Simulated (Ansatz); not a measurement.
A self-consistent single point of TiNi (Pm-3m, 2 atoms in the cell) with Ansatz (a quantum-chemistry and plane-wave program).

Method of the run: LDA (PW92), PAW files made with PBE (plane waves; Ansatz).

The change in words: lattice scaled by 0.98. Reference geometry:
```xyz
2
Lattice="2.9609 0.0000 0.0000 0.0000 2.9609 0.0000 0.0000 0.0000 2.9609" Properties=species:S:1:pos:R:3 pbc="T T T"
Ti     1.4804     1.4804     1.4804
Ni     0.0000     0.0000     0.0000
```

Reference input (self-consistent single point, DFT, LDA (PW92), plane waves, PAW files made with PBE): basis.ecutwfc = 420 eV; kpoints.mp_grid.grid = 9 9 9; hamiltonian.xc = lda; hamiltonian.pseudopotentials = {kind: paw} (an earlier, softer set of the program's PAW files); scf.occupations.method = gaussian; scf.occupations.width = 0.1 eV. This run's input differs from it in these lines:

```diff
@@ -3,7 +3,7 @@
   lattice:
-    - [2.960879, 0.000000, 0.000000]
-    - [0.000000, 2.960879, 0.000000]
-    - [0.000000, 0.000000, 2.960879]
+    - [2.901661, 0.000000, 0.000000]
+    - [0.000000, 2.901661, 0.000000]
+    - [0.000000, 0.000000, 2.901661]
   atoms:
-    - { symbol: Ti, position_ang: [1.480439, 1.480439, 1.480439] }
+    - { symbol: Ti, position_ang: [1.450830, 1.450830, 1.450830] }
     - { symbol: Ni, position_ang: [0.000000, 0.000000, 0.000000] }
```

The program printed (abridged):

```
SCF iter   1: F=—  HF=-8224.777938 eV  |F-HF|=—  |Δ(HF+E_count)|=         —  Δρ=8.28e-2  dr2=1.11e0  ethr=3.10e-3  ⟨swp⟩=3.4  Hψ=2528  notcnv=0
all-band conjugate gradients solve this SCF's bands
preconditioner: auto → none
SCF iter   2: F=—  HF=-8224.526621 eV  |F-HF|=—  |Δ(HF+E_count)|=   2.51e-1  Δρ=3.82e-2  dr2=4.80e-1  ethr=3.10e-3  ⟨swp⟩=2.5  Hψ=1242  notcnv=0  defer=3
   [... lines left out ...]
SCF iter   5: F=—  HF=-8224.437459 eV  |F-HF|=—  |Δ(HF+E_count)|=   3.15e-4  Δρ=1.11e-3  dr2=1.89e-4  ethr=2.08e-6  ⟨swp⟩=2.0  Hψ=1296  notcnv=0  defer=1
SCF iter   6: F=—  HF=-8224.437438 eV  |F-HF|=—  |Δ(HF+E_count)|=   2.11e-5  Δρ=6.07e-5  dr2=9.02e-7  ethr=6.31e-7  ⟨swp⟩=1.7  Hψ=770  notcnv=0  defer=1
SCF iter   7: F=—  HF=-8224.437445 eV  |F-HF|=—  |Δ(HF+E_count)|=   7.33e-6  Δρ=1.56e-5  dr2=3.47e-8  ethr=3.33e-10  ⟨swp⟩=5.5  Hψ=2968  notcnv=0
SCF iter   8: F=-8224.437445 eV  HF=-8224.437445 eV  |F-HF|=1.66e-10  |Δ(HF+E_count)|=   3.64e-9  Δρ=7.82e-7  dr2=1.77e-10  ethr=1.16e-10  ⟨swp⟩=2.0  Hψ=2134  notcnv=0
SCF 1 converged in 8 iterations: F = -8224.437445 eV  dr2 = 1.77e-10
Free energy (F): -8224.437445 eV
Internal energy: -8224.420669 eV  (E = F + TS)
E sigma→0 (E₀):  -8224.429057 eV
Entropy (-TS):   -0.016777 eV (-8.388 meV/atom)
Fermi energy:    17.784964 eV
--- Forces (eV/Å), atoms counted from 1 ---
  atom   1  Ti     0.00000000     0.00000000     0.00000000
  atom   2  Ni    -0.00000000     0.00000000     0.00000000
--- Stress (GPa, compression-positive) ---
        7.501216      -0.000000       0.000000
        0.000000       7.501216      -0.000000
        0.000000      -0.000000       7.501216
  P = ⅓ Tr σ = 7.5012 GPa (75.012 kbar)
  The stress holds the Pulay correction. Without it, at fixed plane waves, as pw.x and ABINIT print it: P = 7.4339 GPa
```

The run converged in 8 iterations. Against the reference run the free energy goes up by 6.0 meV/atom and the pressure goes from -4.35 to 7.50 GPa.

The starting cell comes from a database of computed structures (which also holds hypothetical and non-ambient phases and stackings), without a prior relaxation at this level. Its lattice was rescaled by a random factor within 2.5 % of one. For this run, on top of that: lattice scaled by 0.98. Spin polarisation is off. With a pressure of about 8 GPa the cell is away from its equilibrium volume at this level. Ansatz's pressure includes its estimate of the finite-basis (Pulay) stress.

Keys are those of Ansatz 0.2.
